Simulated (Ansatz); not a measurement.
**Converging the plane-wave cutoff: Sc2Al (P3m1, 6 atoms in the cell)**

```
CELL_PARAMETERS angstrom
      4.87793     0.00000     0.00000
     -2.43897     4.22441     0.00000
      0.00000     0.00000     6.14294
ATOMIC_POSITIONS crystal
  Sc 0.00000 0.00000 0.00814
  Sc 0.00000 0.00000 0.50000
  Sc 0.33333 0.66667 0.75000
  Sc 0.66667 0.33333 0.25000
  Al 0.33333 0.66667 0.25000
  Al 0.66667 0.33333 0.75000
```

Level of theory: PBEsol, default PAW files made with PBE (plane waves; Ansatz, a first-principles code).

Base settings: basis.ecutwfc = 420 eV; kpoints.mp_grid.grid = 6 6 4; hamiltonian.xc = pbesol; hamiltonian.pseudopotentials = {kind: paw} (the program's default PAW files); scf.occupations.method = fermi_dirac; scf.occupations.width = 0.1 eV.

The second cell is the first with its lattice scaled by 0.98.

The mesh stays at the base's, so the ladder's end is converged at best in this setting alone.

The first pressure column holds Ansatz's estimate of the finite-basis (Pulay) stress, which hides part of the cutoff error; the other is without it.

Only quantities that move along the ladder and can be compared are tabulated.

The count of work is k-points × plane waves × bands × iterations; it is no time. 

The starting cell comes from a database of computed structures (which also holds hypothetical and non-ambient phases and stackings), without a prior relaxation at this level. Its lattice was rescaled by up to half a per cent. One atom was moved a little off its site on purpose.

```csv
basis.ecutwfc,free energy less the last step's (meV/atom),energy of the compressed cell less the first (meV/atom),pressure (GPa),pressure without the Pulay estimate (GPa),largest difference of a force vector from the last step's (eV/Å),count of work / last
145 eV,11162.38,-7.88,-5.43,-262.33,0.065,0.080
170 eV,4895.12,1.68,5.23,-141.35,0.066,0.079
190 eV,2442.88,23.72,0.00,-82.61,0.032,0.11
210 eV,1185.06,9.12,-0.56,-46.86,0.018,0.14
230 eV,560.06,7.39,-1.31,-26.05,0.010,0.14
250 eV,255.90,11.23,-1.07,-14.18,0.006,0.16
295 eV,38.71,6.56,-1.28,-3.84,0.002,0.15
335 eV,6.77,6.75,-1.36,-1.82,0.000,0.19
380 eV,1.55,6.55,-1.38,-1.45,0.000,0.24
420 eV,0.70,6.51,-1.39,-1.41,0.000,0.27
460 eV,0.45,6.50,-1.39,-1.39,0.000,0.31
505 eV,0.38,6.50,-1.39,-1.39,0.000,0.35
565 eV,0.29,6.50,-1.39,-1.39,0.000,0.42
630 eV,0.18,6.49,-1.39,-1.39,0.000,0.49
735 eV,0.12,6.49,-1.39,-1.39,0.000,0.62
840 eV,0.05,6.48,-1.39,-1.39,0.000,0.77
1010 eV,0.00,6.48,-1.39,-1.39,0.000,1.0
```

Coarsest basis.ecutwfc that holds the free energy within 5 meV/atom of the last step, with all finer ones: 380 eV, at 0.24 of the last step's count of work; the step before is off by 6.8 meV/atom.

Coarsest basis.ecutwfc that holds the pressure within 0.1 GPa of the last step, with all finer ones: 335 eV, at 0.19 of the last step's count of work; the step before is off by 0.11 GPa.

Coarsest basis.ecutwfc that holds the pressure without the Pulay estimate within 1 GPa of the last step, with all finer ones: 335 eV, at 0.19 of the last step's count of work; the step before is off by 2.4 GPa.

The energy difference between the two cells stays within 1 meV/atom of the last step's from 295 eV on, the total only from 420 eV on: much of the error is common to both cells and cancels.

At the lowest cutoff the pressure without the Pulay estimate lies 261 GPa under the last step's, the usual sign of Pulay stress in an incomplete plane-wave basis.

Keys are those of Ansatz 0.2.
